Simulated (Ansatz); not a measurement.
**NaWO₃ in the cubic perovskite structure (space group Pm-3m, No. 221)**

```
CELL_PARAMETERS angstrom
      3.87466     0.00000     0.00000
      0.00000     3.87466     0.00000
      0.00000     0.00000     3.87466
ATOMIC_POSITIONS crystal
  Na 0.50000 0.50000 0.50000
  W  0.00000 0.00000 0.00000
  O  0.50000 0.00000 0.00000
  O  0.00000 0.50000 0.00000
  O  0.00000 0.00000 0.50000
```

Level of theory: PBEsol (Ansatz, a program for electronic structure), no spin-orbit coupling. Settings: 12×12×12 k-points, 0.05 eV Fermi–Dirac smearing.

The volume per atom comes out as 11.63 Å³, the density comes out as 7.27 g/cm³ and the band gap is zero. The total energy is -2683.643 eV/atom (σ→0; compares only within this code and set-up).

Whether these cells are dynamically stable was not tested. No Hubbard U is applied, and correlation can decide whether such a compound is a metal. All final runs are without spin polarisation. An odd electron count without spin: NaWO3. Many cubic perovskites are stable only at high temperature; tilts and polar distortions were not tested.
